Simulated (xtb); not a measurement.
xtb 6.7.1, GFN2-xTB: C[C](C)NC(C)C, charge 0, multiplicity 2, 21 atoms. The geometry is a generated start, not checked to be a minimum at this level.

run flags: --grad
method: GFN2-xTB
--acc: 1 (default)
--etemp (K): 300 (default)
basis functions: 42
valence electrons: 43

```xyz
21

C      2.2010    -1.1530     0.5633
C      1.2747    -0.1232     0.0077
C      1.8848     1.0644    -0.6610
N      0.0337     0.0283     0.6396
C     -1.1478     0.3426    -0.1496
C     -1.6687    -0.8849    -0.9067
C     -2.2229     0.9115     0.7723
H      2.6352    -0.8544     1.5286
H      3.0274    -1.3164    -0.1263
H      1.6859    -2.1043     0.7163
H      2.3703     0.7761    -1.5952
H      1.1410     1.8243    -0.8824
H      2.6517     1.5234    -0.0274
H     -0.1556    -0.7374     1.2771
H     -0.8603     1.1051    -0.8797
H     -2.4915    -0.6068    -1.5599
H     -2.0208    -1.6417    -0.2079
H     -0.8705    -1.3113    -1.5106
H     -1.8563     1.8023     1.2760
H     -2.5014     0.1784     1.5270
H     -3.1099     1.1770     0.1986
```

Charge 0 and multiplicity 2 are set for this test and not shown to be the ground state. GFN-xTB has no spin term: --uhf 1 sets the occupations alone.

One run each on 1 thread. Values of broydamp tried: 0.02, 0.05, 0.1, 0.2, 0.4 (default), 0.6, 0.8, 1.

Question: Predict the course of the SCC iterations along this series.

Answer: Fewest SCC iterations, within one of each other: 0.4 (default) with 9, 0.6 with 10, 0.8 with 10. The count rises to 15 at 0.02. All converge to one solution.

```
broydamp       SCC iterations            end
-------------  --------------  -------------
0.02                       15  same solution
0.05                       13  same solution
0.1                        12  same solution
0.2                        11  same solution
0.4 (default)               9  same solution
0.6                        10  same solution
0.8                        10  same solution
1                          11  same solution
```
